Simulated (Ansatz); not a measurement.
Consider the following.

```
CELL_PARAMETERS angstrom
      4.05382     0.00000     0.00000
      2.02691     3.51071     0.00000
      0.00000     0.00000    16.70447
ATOMIC_POSITIONS crystal
  In 0.33333 0.33333 0.66633
  In 0.66667 0.66667 0.16633
  In 0.66667 0.66667 0.33367
  In 0.33333 0.33333 0.83367
  Se 0.33333 0.33333 0.09005
  Se 0.66667 0.66667 0.59005
  Se 0.66667 0.66667 0.90995
  Se 0.33333 0.33333 0.40995
```

No spin polarisation.

Level of theory: PBE-D3(BJ) (Ansatz, a quantum-chemistry and plane-wave program), spin-orbit coupling left out, earlier PAW set. Γ-centred 9×9×2 mesh, Fermi–Dirac width 0.05 eV.

Question: What valence-band top at Γ (three highest levels, from the VBM) does the calculation give?

Answer: 0.00, -1.16, -1.16 eV.

Question: What pressure (mean of the normal stresses, compression positive) does the calculation give?

Answer: -0.26 GPa.

Question: Estimate the hole mass.

Answer: 0.032 mₑ out of plane, 2.3 mₑ in plane (at Γ).

The levels and masses belong to the bands next to the band gap. The cells carry an imposed strain or load. Masses are band curvatures over ±0.01 Å⁻¹ around the edge. Whether these cells are dynamically stable was not tested. The cell was made from InSe in the beta-GaS type structure (space group P6_3/mmc, No. 194; layered, stacked along the Cartesian z axis) by this change: biaxial strain +0.54 %, plane normal [001], relaxed out of plane.
